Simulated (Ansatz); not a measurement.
## Lu: uniaxial strain ε_zz = +2.50 %

Start from Lu in the hcp (Mg type) structure (space group P6_3/mmc, No. 194; a = 3.4432 Å, c = 5.3669 Å; relaxed with 0.1 eV smearing). Axes: x lies along a and z along c of the hexagonal cell.

The change: uniaxial strain ε_zz = +2.50 %, all other strain components held at zero; the atoms relax in the strained cell.

Calculations: Ansatz (a program for electronic structure), PBEsol, PAW, cutoff 420 eV, scalar-relativistic without spin-orbit coupling. Settings: 19×19×11 k-points, 0.1 eV Fermi–Dirac smearing.

```json
[
 {"quantity": "space group", "base": "P6_3/mmc (No. 194)", "changed": "P6_3/mmc (No. 194)", "shift": "–"},
 {"quantity": "shortest interatomic distance", "base": "3.340 Å", "changed": "3.394 Å", "shift": "+0.054 Å"},
 {"quantity": "energy relative to the base (free energy F)", "base": "0 meV/atom", "changed": "+5.0 meV/atom", "shift": "+5.0 meV/atom"},
 {"quantity": "pressure (mean of the normal stresses, compression positive)", "base": "0.0 GPa", "changed": "-1.1 GPa", "shift": "-1.1 GPa"},
 {"quantity": "band gap", "base": "zero", "changed": "zero", "shift": "–"},
 {"quantity": "stress (xx, yy, zz, yz, xz, xy; compression positive)", "base": "–", "changed": "(-0.6, -0.6, -2.3, 0.0, 0.0, 0.0) GPa", "shift": "–"}
]
```

Cost of the whole job for the changed cell (relaxation, final SCF and bands): roughly 50 core-seconds.

Whether these cells are dynamically stable was not tested.
